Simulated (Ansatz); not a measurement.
# Effect of pressure 7.5 GPa on MgSe

Take MgSe in the rock salt structure (space group Fm-3m, No. 225; a = 5.5083 Å) as the base.

One thing is altered: cell and atoms relaxed at a pressure of 7.5 GPa.

Computed with PBE (Ansatz, a first-principles code), no spin-orbit coupling, earlier PAW set. Γ-centred 10×10×10 mesh, Fermi–Dirac width 0.05 eV.

* **Volume per atom**: 18.89 Å³ (base 20.89 Å³)
* **Lattice parameter a**: 5.327 Å (base 5.508 Å)
* **Shortest interatomic distance**: 2.663 Å (base 2.754 Å)
* **Enthalpy H = E + PV relative to the base's energy**: +0.93 eV/atom
* **Band gap**: 1.94 eV (base 1.77 eV)
* **Gap character**: indirect, Γ → X (base indirect, Γ → X)
* **Smallest direct gap**: 3.10 eV (base 2.40 eV)
* **Width of the top valence band**: 2.76 eV (base 2.45 eV)
* **Electron mass**: 0.50 mₑ along k, 0.24 mₑ across (at X) (base 0.48 mₑ along k, 0.24 mₑ across (at X))
* **Hole mass (degenerate bands, along [100])**: 0.18, 0.73, 0.73 mₑ (at Γ) (base 0.16, 0.82, 0.82 mₑ (at Γ))
* **Valley order (the lowest conduction-band minima on the path, energy above the VBM, named in the base's zone)**: X along ⟨100⟩ 1.94 eV; Γ 3.10 eV (base X along ⟨100⟩ 1.77 eV; Γ 2.40 eV)

Load acts through the strain it causes; cell and atoms are relaxed under it. Effective masses come from finite differences of ±0.01 Å⁻¹. Along k means along the line from Γ to the band edge. Whether these cells are dynamically stable was not tested. Competing high-pressure phases were not computed.
